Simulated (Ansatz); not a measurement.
Base system: NbSi$_{2}$ (space group P6_422, No. 181).

```
NbSi2
1.0
    4.76752     0.00000     0.00000
   -2.38376     4.12879     0.00000
    0.00000     0.00000     6.57585
Nb Si
3 6
Direct
  0.50000   0.50000   0.66667
  0.00000   0.50000   0.33333
  0.50000   0.00000   0.00000
  0.68068   0.84034   0.33333
  0.84034   0.68068   0.00000
  0.15966   0.84034   0.66667
  0.31932   0.15966   0.33333
  0.15966   0.31932   0.00000
  0.84034   0.15966   0.66667
```

Cartesian axes are those of the cell as printed.

Level of theory: Ansatz (a program for electronic structure), PBEsol, PAW, cutoff 420 eV, scalar-relativistic without spin-orbit coupling.

The change: uniaxial strain ε_yy = −5.20 %, all other strain components held at zero; the atoms relax in the strained cell.

### Question
What does the calculation give for the energy relative to the base and largest internal atomic displacement after the change?

### Answer
The energy increases by 53 meV/atom; the largest internal atomic displacement amounts to 0.021 Å.

Without a gap, meshes like the base's 11×11×7 leave anisotropic stresses uncertain by several tenths of a GPa, and small strain energies with them. Whether these cells are dynamically stable was not tested. The final runs are not spin-polarised. An odd electron count without spin: NbSi2.
